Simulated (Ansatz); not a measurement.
Model glasses of amorphous ZrO2, 62 to 67 atoms (Zr20O40 before any change). Each row is one cell at a composition chosen by hand, melted whole on the CHGNet potential with the anions pushed apart under 1.9 Å, quenched within some picoseconds, far faster than a real film, and relaxed with PBE, scalar-relativistic without spin-orbit coupling (plane waves to 420 eV, PAW; Ansatz, an electronic-structure program). Each is the lower in DFT energy of 2 quenches. Cycles of charging and discharging were tried on the cells ahead of these points, and a cell that came back lower was taken. The column on the box says what of it was relaxed with the atoms; held means as the quench left it. Cells that kept moments or hold spare charge are left out.

Formal charges balance in every cell, with the guest at the charge named. Neighbours are the O atoms within a cut-off of 1.2 times the sum of covalent radii (1.1 times for Ti, Mo, Nb, Lu); the radius is Shannon's ionic radius for that charge at the coordination found, taken on a straight line between listed coordinations where the table lacks it, averaged where a cell holds several guest atoms. The coordination is that of the cell taken. The cells ran without spin polarisation.

| guest | change of the cell | box | cut-off (Å) | O neighbours | ionic radius (Å) | mean guest-O distance (Å) |
|---|---|---|---|---|---|---|
| P5+ | +5 O, +2 P | shape | 2.08 | 4, 4 | 0.17 | 1.55 |
| Be2+ | +1 Be, +1 O | shape | 1.94 | 4 | 0.27 | 1.67 |
| Ti4+ | +2 O, +1 Ti | volume and shape | 2.49 | 5 | 0.51 | 1.92 |
| Mo6+ | +1 Mo, +3 O | shape | 2.42 | 6 | 0.59 | 1.95 |
| Nb5+ | +2 Nb, +5 O | shape | 2.53 | 5, 7 | 0.62 | withheld |
| Sn4+ | +2 O, +1 Sn | shape | 2.46 | 6 | 0.69 | 2.10 |
| Lu3+ | +2 Lu, +3 O | shape | 2.78 | 6, 6 | 0.86 | 2.27 |
| Na1+ | +2 Na, +1 O | shape | 2.78 | 5, 6 | 1.01 | 2.41 |
| Ba2+ | +1 Ba, +1 O | volume and shape | 3.37 | 8 | 1.42 | 2.86 |

Problem. Fit a straight line of the last column on the one before it through the 8 full rows, and predict the withheld value for Nb5+.

Solution. Means: x = 0.690, y = 2.091. Slope = Σ(Δx Δy) / Σ(Δx²) = 1.1969 / 1.1534 = 1.038; intercept = 2.091 − (1.038) × 0.690 = 1.375 Å; r.m.s. residual 0.017 Å. Prediction: 1.375 + (1.038) × 0.62 = 2.02 Å. The run gave 2.02 Å, a miss of 0.00 Å, within the residual.

Problem. What would hard spheres give for this line?

Solution. A slope of 1 and an intercept at the radius of O2−, 1.35 Å for two neighbours to 1.40 Å for six in Shannon's table; the fit has 1.038 and 1.375 Å.
